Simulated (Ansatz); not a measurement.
End structure of the (100) surface of rock-salt TiC, W on all Ti sites of the second plane (bottom of the slab: a bare face, its two planes held):

```yaml
crystal:
  lattice:
    - [3.06391, 0.00000, 0.00000]
    - [0.00000, 3.06391, 0.00000]
    - [0.00000, 0.00000, 27.00000]
  atoms:
    - { symbol: C, position: [0.00000, 0.00000, 0.29895] }
    - { symbol: Ti, position: [0.50000, 0.50000, 0.29895] }
    - { symbol: C, position: [0.50000, 0.50000, 0.37919] }
    - { symbol: Ti, position: [0.00000, 0.00000, 0.37919] }
    - { symbol: C, position: [0.00000, 0.00000, 0.45884] }
    - { symbol: Ti, position: [0.50000, 0.50000, 0.45906] }
    - { symbol: C, position: [0.50000, 0.50000, 0.53938] }
    - { symbol: Ti, position: [0.00000, 0.00000, 0.53878] }
    - { symbol: C, position: [0.00000, 0.00000, 0.61990] }
    - { symbol: W, position: [0.50000, 0.50000, 0.61858] }
    - { symbol: C, position: [0.50000, 0.50000, 0.70082] }
    - { symbol: Ti, position: [0.00000, 0.00000, 0.69661] }
```

Set-up: 12 atoms, 10.9 Å thick at the start with caps and adatoms (thin: gaps and levels are the slab's own); mesh 12x12x1; 0.1 eV smearing; dipole correction on; 4 atoms held, the rest relaxed; symmetry of the start imposed; no spin, no spin-orbit, no U. In PBE it lies 0.23 eV a 1x1 cell over the lowest computed structure of the same composition (W on all Ti sites of the top plane).

Task: Predict the work function of the top face from PBE in Ansatz (a quantum-chemistry and plane-wave program).

Result: 3.92 eV
